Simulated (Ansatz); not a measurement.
System: cubic perovskite CsPbCl3 (cubic high-temperature phase). Method: PBEsol in Ansatz (PAW).

Numerical settings: plane-wave cutoff 560 eV, 4×4×4 k mesh, perturbation theory, scalar-relativistic PAW data made under PBE.

Computed at the level's own relaxed cell.

Harmonic phonon frequencies (cm⁻¹; i marks an imaginary mode; at Γ without the LO shift):

```json
[
 {"q point": "Γ", "frequencies": "26i 26i 26i 11i 11i 11i 0 0 0 45 45 45 129 129 129"},
 {"q point": "X", "frequencies": "16i 16i 10i 10i 27 38 38 38 40 40 49 108 130 130 248"},
 {"q point": "M", "frequencies": "49i 25i 25i 7 34 37 37 42 42 85 101 101 130 219 257"},
 {"q point": "R", "frequencies": "50i 50i 50i 14i 14i 14i 78 78 78 98 98 98 218 218 263"}
]
```

Imaginary modes appear, so the structure is dynamically unstable at this level.

Note: the run warned that the k mesh is coarse for the response to a field; the relaxation could not lower the start's symmetry, so the cell can be a saddle point above a distorted one; the run finds an imaginary mode (50i cm⁻¹), so the cell is a saddle point at this level.

Ansatz is a program for electronic structure.
